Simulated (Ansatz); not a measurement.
System: Mg (model structure, started from the diamond type, Fd-3m, No. 227, 2 atoms in the cell). Method: r²SCAN (plane waves, PAW; Ansatz, an electronic-structure program).

Settings: plane-wave cutoff 560 eV, 16×16×16 k mesh, Fermi–Dirac smearing 0.05 eV, scalar-relativistic PAW data made under PBE.

Cell (relaxed at this level):

```
Mg
1.0
    0.00000     3.42638     3.42638
    3.42638     0.00000     3.42638
    3.42638     3.42638     0.00000
Mg
2
Direct
  0.25000   0.25000   0.25000
  0.00000   0.00000   0.00000
```

Q: Estimate the bulk modulus B0 that the calculation returns.

A: 
* **bulk modulus B0**: 11.8 GPa

The run finds no gap.

Note: the bulk modulus is −V dP/dV from two relaxed cells at ±2 % in volume; the relaxation could raise the start's symmetry but not lower it, so the cell can be a saddle point.

Computed values are for the static lattice.

The result took around 60 core-seconds (rough).

A model structure was made by putting elements into a prototype or built by hand; it is no filed structure, need not be a known phase, and can be a saddle point held by its symmetry.
